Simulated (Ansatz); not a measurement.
AlB2-type ZrB2, treated with PBE in Ansatz (PAW).

Settings: plane-wave cutoff 520 eV, 24×24×16 k mesh (along the axes of the cell as run), Fermi–Dirac smearing 0.05 eV, scalar-relativistic PAW data made under PBE.

The cell is scaled about its equilibrium volume:

Shape and atoms are relaxed at each volume.

```json
[
 {"V (Å³/atom)": "9.871", "P (GPa)": "10.53", "c (Å)": "3.488", "a (Å)": "3.131"},
 {"V (Å³/atom)": "10.076", "P (GPa)": "5.00", "c (Å)": "3.515", "a (Å)": "3.151"},
 {"V (Å³/atom)": "10.282", "P (GPa)": "0.00", "c (Å)": "3.542", "a (Å)": "3.171"},
 {"V (Å³/atom)": "10.488", "P (GPa)": "-4.53", "c (Å)": "3.568", "a (Å)": "3.191"},
 {"V (Å³/atom)": "10.693", "P (GPa)": "-8.64", "c (Å)": "3.595", "a (Å)": "3.210"}
]
```

Ansatz is an electronic-structure program.
